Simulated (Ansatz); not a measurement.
Results of PBEsol (plane waves, PAW; Ansatz, an electronic-structure program) for hcp Dy.

Input:

Ansatz 0.2 input:
```yaml
crystal:
  lattice:
    - [1.7669043681, -3.0603681377, 0.0]
    - [1.7669043681, 3.0603681377, 0.0]
    - [0.0, 0.0, 5.6976269424]
  atoms:
    - { symbol: Dy, position: [0.3333333333, 0.6666666667, 0.25], spin: 5.0 }
    - { symbol: Dy, position: [0.6666666667, 0.3333333333, 0.75], spin: 5.0 }
basis:
  ecutwfc: 520
  ecutrho_ratio: 4
  xc_grid: 2
kpoints:
  mp_grid: { grid: [18, 18, 10] }
hamiltonian:
  xc: pbesol
  dispersion: none
  pseudopotentials: { kind: paw }
scf:
  occupations: { method: fermi_dirac, width: 0.05 }
output:
  forces: true
  stress: true
  eigenvalues: true
magnetization:
  spin_polarized: true
relax:
  f_tol: 0.004
  escape_saddle: false
  max_steps: 80
  cell: { stress_tol: 0.02, fix: [volume] }
```

Excerpt of the program's output:

```
Relaxation: its limit of steps is 80 (relax.max_steps)
Crystal: 2 atoms, lattice volume = 61.618 Å³
Basis set: ecut = 520 eV, 1701 PW (Γ), exchange–correlation on 54×54×90 points (8 copies of the dense FFT grid, shifted against one another)
Bands: 30, of which v1, the nominal top of the filled ones, is band 20 counted from 1 (19 counted from 0)
Symmetry: 24 space group operations
Space group: P63/mmc (ITA 194), of the structure as read, at distance tolerance 3.9e-5 Å
k-points: 222 of 3240
Initial density: superposition of atomic densities (chi_scale 0.1, normalization cell)
Functional: x = pbesol(κ = 0.804, μ = 0.12345679012345678), c = pbesol(β = 0.046)
spin=Collinear: Kerker preconditioning applied to the charge; magnetization (m = ρ↑ − ρ↓) channel mixes plain (no charge-response kernel on spin).
SCF 1 converged in 24 iterations: F = -20992.494351 eV  dr2 = 5.89e-9
Crystal: 2 atoms, lattice volume = 61.618 Å³
Initial density: handed on by an earlier stage of this run
spin=Collinear: Kerker preconditioning applied to the charge; magnetization (m = ρ↑ − ρ↓) channel mixes plain (no charge-response kernel on spin).
SCF 2 converged in 7 iterations: F = -20992.494351 eV  dr2 = 2.16e-13
SCF converged after 7 iterations
Magnetization: 9.5151 μB (24.7576 up, 15.2424 down)
Free energy (F): -20992.494351 eV
Internal energy: -20992.363900 eV  (E = F + TS)
E sigma→0 (E₀):  -20992.429125 eV
Fermi energy:    12.619343 eV
--- Forces (eV/Å), atoms counted from 1 ---
  atom   1  Dy    -0.00000000     0.00000000    -0.00000000
  atom   2  Dy     0.00000000    -0.00000000     0.00000000
--- Stress (GPa, compression-positive) ---
       -0.535531       0.000000       0.000000
        0.000000      -0.535531       0.000000
        0.000000       0.000000      -0.546046
  P = ⅓ Tr σ = -0.5390 GPa (-5.390 kbar)
```

The cell is one volume of an energy–volume scan, off the minimum.

The PAW data were made under PBE.

The run is spin-polarised with parallel starting moments, which need not be the measured order.

Note: the 4f shell is treated without U or exact exchange, so its levels and filling can be wrong.

Cost on a shared machine: about 3 core-minutes (a rough figure).
